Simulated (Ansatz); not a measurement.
**WSi2 under a change: uniaxial strain ε_zz = +2.00 %**

Start from WSi2 (space group I4/mmm, No. 139; a = 3.1853 Å, c = 7.7731 Å; relaxed with 0.1 eV smearing). Axes: x, y, z lie along a, b, c of the conventional cell.

It is then changed as follows: uniaxial strain ε_zz = +2.00 %, all other strain components held at zero; the atoms relax in the strained cell.

The values are results of DFT with LDA, PAW potentials and a 420 eV plane-wave cutoff in Ansatz (a program for electronic structure), no spin-orbit coupling, not measurements. k-mesh 25×25×25 (Γ-centred); smearing 0.1 eV (Fermi–Dirac).

The space group remains I4/mmm (No. 139) and the shortest interatomic distance increases by 0.0337 Å to 2.604 Å. The energy rises by 8.8 meV/atom and the pressure (mean of the normal stresses, compression positive) goes from zero to -4.8 GPa. The band gap is still zero and the stress (xx, yy, zz, yz, xz, xy; compression positive) amounts to (-2.0, -2.0, -10.3, 0.0, 0.0, 0.0) GPa.

Whether these cells are dynamically stable was not tested. All final runs are without spin polarisation.
